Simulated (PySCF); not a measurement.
PySCF 2.14.0, WB97X/def2-svp, df: La(Cl)2(OiPr) (CC(C)[O][La]([Cl])[Cl]), 14 atoms. The geometry is a generated start, not checked to be a minimum at this level.

```json
{
  "task": "energy",
  "method": "wb97x",
  "basis": "def2-svp",
  "two_electron_scheme": "density fitting",
  "mol.max_memory": "3000 MB",
  "mf.max_cycle": "100",
  "mf.init_guess": "minao (default)",
  "mf.DIIS": "CDIIS (default)",
  "mf.diis_space": "8 (default)",
  "mf.conv_tol": "1e-09 (default)",
  "mf.grids.level": "3 (default)",
  "effective_core_potentials": "those of the basis set, past Kr",
  "basis_functions": "159",
  "grid_points": "187560"
}
```

```xyz
14

La     0.6083     1.9664     1.0721
Cl     1.6329     0.1675     2.4250
Cl    -0.2225     3.4152     2.9600
O     -0.7420     1.1731    -0.1222
C     -0.5724    -0.0523    -0.7520
C     -0.9311    -1.2040     0.1997
C      0.8755    -0.2105    -1.2701
H     -1.2601    -0.0696    -1.6177
H     -0.2896    -1.1622     1.0818
H     -0.8013    -2.1611    -0.2957
H     -1.9669    -1.1056     0.5164
H      1.1657     0.6885    -1.8301
H      1.5590    -0.3803    -0.4244
H      0.9446    -1.0653    -1.9429
```

Charge 0 and multiplicity 1 are set for this test and not shown to be the ground state.

One run each on 2 threads, 1 BLAS thread. Values of level_shift (Hartree) tried: 0 (default), 0.1, 0.3, 1.

Question: Predict the course of the Fock builds along this series.

Answer: Fewest Fock builds, within one of each other: 0 (default) with 13, 0.1 with 14. The count rises to 32 at 1. All converge to one solution.

```csv
level_shift (Hartree),Fock builds,end
0 (default),13,same solution
0.1,14,same solution
0.3,17,same solution
1,32,same solution
```
